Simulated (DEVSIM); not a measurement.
Structure: abrupt GaAs p-n junction, at 300 K.

```
layer (left to right)  material  thickness (μm)  Nd (cm⁻³)  Na (cm⁻³)  τn (s)  τp (s)
---------------------  --------  --------------  ---------  ---------  ------  ------
1                          GaAs            64.0          -     7.7e15  3.1e-8  3.1e-8
2                          GaAs            11.0       2e15          -  3.1e-8  3.1e-8
```

Left contact: ohmic. Right contact: ohmic. Voltage is applied to the left contact. Recombination: SRH at mid-gap. Mobility is μmin + (μ − μmin)/(1 + (N/Nref)^α).

Constants are typed, rounded textbook-type inputs, not results; the design itself was drawn at random and stands for no fabricated device. Values at 300 K.

| parameter | GaAs |
|---|---|
| gap (eV) | 1.424 |
| affinity (eV) | 4.07 |
| permittivity | 12.9 |
| Nc (cm⁻³) | 4.7e17 |
| Nv (cm⁻³) | 9e18 |
| μn (cm²/Vs) | 8500 |
| μp (cm²/Vs) | 400 |
| μn,min | 500 |
| μp,min | 20 |
| Nref,n | 6e16 |
| Nref,p | 1.5e17 |
| αn | 0.39 |
| αp | 0.38 |

Model (solved in DEVSIM): 1D drift-diffusion, Boltzmann statistics, complete ionisation; no tunnelling, impact ionisation, image-force lowering or self-heating.

The doping Nd of layer 2 was swept, all else fixed.

```csv
doping Nd of layer 2 (cm^-3),dark forward voltage at 1 A/cm² (V),largest field in the device at zero bias (V/cm),dark forward voltage at 100 A/cm² (V),potential step across the device at zero bias (V)
6e13,0.983,5600,1.719,1.010
2e14,0.992,7900,1.669,1.041
6e14,1.003,13000,1.639,1.069
2e15,1.018,22000,1.602,1.100
6e15,1.026,32000,1.566,1.129
2e16,1.030,42000,1.531,1.160
6e16,1.031,47000,1.513,1.188
```

From the first row to the last the dark forward voltage at 1 A/cm² goes from 0.983 to 1.031. From the first row to the last the largest field in the device at zero bias goes from 5600 to 47000.
